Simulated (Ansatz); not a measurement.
Electronic density of states of amorphous Si₂₄O₄₈Al, density 2.18 g/cm³, on a 2×2×2 Γ-centred mesh with a Gaussian width of 0.1 eV; energies count from the Fermi level, whose place inside the gap is arbitrary. Cell and mesh are small, so fine structure isn't converged. All values below come from PBE, scalar-relativistic without spin-orbit coupling (plane waves to 420 eV, PAW; Ansatz, a quantum-chemistry and plane-wave program). Sampling: a 2×2×2 Γ-centred mesh; Fermi-Dirac width 0.02 eV; collinear spin, started from a total moment of 1 μB (at the end a net moment of 1.0 μB). The usual formal charges leave 3 electrons over, so the level spacing at the Fermi energy parts defect or band states and needn't be the band gap. In the spin-polarised cell the level spacing at the Fermi energy can part levels of unlike spin. At PBE the levels at both edges of the gap are localised (band-tail or defect states), and the nearest spread-out levels lie 5.2 eV apart at the zone centre.

Preparation: random packing, a CHGNet melt and quench, and a DFT relaxation. O atoms were pushed apart under 1.9 Å during the dynamics, to hinder bonds among them. The hot cell started wider than the set density and was brought back towards it in steps. It is the lowest in DFT energy of 2 quenches. It is a model cell: composition and starting density were chosen by hand, and all elements were melted together. No dispersion term was used. Its density started from a set value of 2.23 and ended at 2.18 g/cm³. The quench (nominally 400 K/ps over its main leg) was far faster than any real one, so the model tends to hold more defects than a real film. One small periodic cell is one sample of the glass; other quenches scatter about these values. Volume and shape were free in the relaxation. Stress components on the final sampling reach 0.7 GPa. Cycles of charging lowered its energy after that relaxation.

```
E - EF (eV)  states/(eV atom)
-----------  ----------------
-12.00                   0.06
-11.90                   0.08
-11.80                   0.16
-11.70                   0.22
-11.60                   0.20
-11.50                   0.14
-11.40                   0.13
-11.30                   0.16
-11.20                   0.18
-11.10                   0.19
-11.00                   0.19
-10.90                   0.18
-10.80                   0.18
-10.70                   0.18
-10.60                   0.21
-10.50                   0.19
-10.40                   0.16
-10.30                   0.19
-10.20                   0.22
-10.10                   0.24
-10.00                   0.23
-9.90                    0.22
-9.80                    0.23
-9.70                    0.23
-9.60                    0.25
-9.50                    0.22
-9.40                    0.17
-9.30                    0.15
-9.20                    0.20
-9.10                    0.29
-9.00                    0.39
-8.90                    0.45
-8.80                    0.45
-8.70                    0.48
-8.60                    0.53
-8.50                    0.50
-8.40                    0.49
-8.30                    0.46
-8.20                    0.38
-8.10                    0.32
-8.00                    0.28
-7.90                    0.31
-7.80                    0.33
-7.70                    0.37
-7.60                    0.31
-7.50                    0.32
-7.40                    0.51
-7.30                    0.47
-7.20                    0.31
-7.10                    0.27
-7.00                    0.32
-6.90                    0.37
-6.80                    0.25
-6.70                    0.20
-6.60                    0.36
-6.50                    0.52
-6.40                    0.48
-6.30                    0.47
-6.20                    0.53
-6.10                    0.59
-6.00                    0.56
-5.90                    0.54
-5.80                    0.66
-5.70                    0.70
-5.60                    0.71
-5.50                    0.74
-5.40                    0.75
-5.30                    0.79
-5.20                    0.83
-5.10                    0.87
-5.00                    0.87
-4.90                    0.88
-4.80                    0.92
-4.70                    0.94
-4.60                    0.90
-4.50                    0.86
-4.40                    0.78
-4.30                    0.70
-4.20                    0.60
-4.10                    0.68
-4.00                    0.79
-3.90                    0.81
-3.80                    0.73
-3.70                    0.67
-3.60                    0.65
-3.50                    0.53
-3.40                    0.46
-3.30                    0.41
-3.20                    0.34
-3.10                    0.23
-3.00                    0.16
-2.90                    0.11
-2.80                    0.02
-2.70                    0.00
-2.60                    0.00
-2.50                    0.00
-2.40                    0.00
-2.30                    0.00
-2.20                    0.00
-2.10                    0.00
-2.00                    0.00
-1.90                    0.00
-1.80                    0.00
-1.70                    0.00
-1.60                    0.00
-1.50                    0.00
-1.40                    0.01
-1.30                    0.05
-1.20                    0.07
-1.10                    0.02
-1.00                    0.00
-0.90                    0.00
-0.80                    0.04
-0.70                    0.14
-0.60                    0.08
-0.50                    0.01
-0.40                    0.00
-0.30                    0.00
-0.20                    0.00
-0.10                    0.00
0.00                     0.00
0.10                     0.00
0.20                     0.00
0.30                     0.00
0.40                     0.00
0.50                     0.01
0.60                     0.04
0.70                     0.07
0.80                     0.02
0.90                     0.00
1.00                     0.00
1.10                     0.00
1.20                     0.00
1.30                     0.00
1.40                     0.00
1.50                     0.00
1.60                     0.00
1.70                     0.00
1.80                     0.01
1.90                     0.03
2.00                     0.06
2.10                     0.08
2.20                     0.07
2.30                     0.02
2.40                     0.01
2.50                     0.03
2.60                     0.04
2.70                     0.05
2.80                     0.08
2.90                     0.09
3.00                     0.10
3.10                     0.10
3.20                     0.10
3.30                     0.12
3.40                     0.15
3.50                     0.15
3.60                     0.16
3.70                     0.17
3.80                     0.15
3.90                     0.19
4.00                     0.23
4.10                     0.20
4.20                     0.17
4.30                     0.20
4.40                     0.23
4.50                     0.23
4.60                     0.23
4.70                     0.25
4.80                     0.31
4.90                     0.41
5.00                     0.43
5.10                     0.39
5.20                     0.37
5.30                     0.39
5.40                     0.43
5.50                     0.49
5.60                     0.54
5.70                     0.55
```

The level spacing at the Fermi energy on this mesh is 1.30 eV; the broadening fills part of it in the curve.
